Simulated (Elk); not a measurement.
Band structure of DyRu3 (Pm-3m, 4 atoms in the cell).

```
CELL_PARAMETERS angstrom
      4.04730     0.00000     0.00000
      0.00000     4.04730     0.00000
      0.00000     0.00000     4.04730
ATOMIC_POSITIONS crystal
  Dy 0.00000 0.00000 0.00000
  Ru 0.00000 0.50000 0.50000
  Ru 0.50000 0.00000 0.50000
  Ru 0.50000 0.50000 0.00000
```
Moments meant for the start (each program seeds them in its own way; μB, in the order of the atoms Dy Ru Ru Ru): 5.0 0.0 0.0 0.0.

Level of theory: PBEsol, all-electron FP-LAPW, Elk's shipped species files, default APW+lo basis (Elk 10.2.4).

Settings: xctype = 22; spinpol = true; rgkmax = 7; stype = 0; swidth = 0.00367493 Ha; ngridk = 7 7 7; reducebf = 0.8; rmtscf = 0.94; nempty = 8 per atom; bfcmt = [[0.0, 0.0, -1.25], [0.0, 0.0, 0.0], [0.0, 0.0, 0.0], [0.0, 0.0, 0.0]].

The starting cell comes from a database of computed structures (which also holds hypothetical and non-ambient phases and stackings), without a prior relaxation at this level. Spin-orbit coupling is off. With one magnetic atom in the cell only a parallel order is possible. With U or open f shells several self-consistent states can exist. The f electrons are in the valence without U or exact exchange, which can misplace them near the Fermi level. Spin-orbit terms, which matter for f shells, are left out. Values depend on the basis (sphere radii, cutoffs, local orbitals), which need not be converged.

Levels in eV from the Fermi level, bands 34 to 41 of the first spin channel:
| point | 34 | 35 | 36 | 37 | 38 | 39 | 40 | 41 |
|---|---|---|---|---|---|---|---|---|
| Γ | 0.44 | 0.44 | 1.40 | 1.90 | 1.90 | 1.90 | 4.25 | 4.25 |
| X | -0.63 | -0.59 | -0.22 | -0.22 | -0.20 | 0.73 | 1.89 | 3.08 |
| M | -1.76 | -0.85 | -0.65 | -0.65 | -0.40 | 0.03 | 0.08 | 3.85 |
| R | -0.74 | -0.74 | 0.91 | 1.48 | 1.48 | 1.48 | 2.53 | 2.53 |

Bands cross the Fermi level along this path, so the cell is metallic at this level.

The net moment of the cell came out as 5.83 μB.
